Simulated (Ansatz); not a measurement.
Consider the following.

```xyz
2
Lattice="0.0000 3.0590 3.0590 3.0590 0.0000 3.0590 3.0590 3.0590 0.0000" Properties=species:S:1:pos:R:3 pbc="T T T"
In     0.0000     0.0000     0.0000
As     1.5295     1.5295     1.5295
```

Calculation: r2SCAN with spin-orbit coupling, rigid bands (plane waves, PAW; Ansatz, an electronic-structure program). Condition of this run: hydrostatic pressure of -0.8 GPa (compression positive) (the target of the relaxation). How the cell was made: cell and atoms relaxed with PBEsol, then loaded as said.

Q: Is this a good metal at this level?

A: No. No gap is resolved, and few carriers conduct, as in a semimetal or a zero-gap semiconductor. N(E_F) = 0.00101 states/eV a cell at 300 K and the Drude plasma energy along the best axis is 0.129 eV, several times under that of a simple or noble metal.
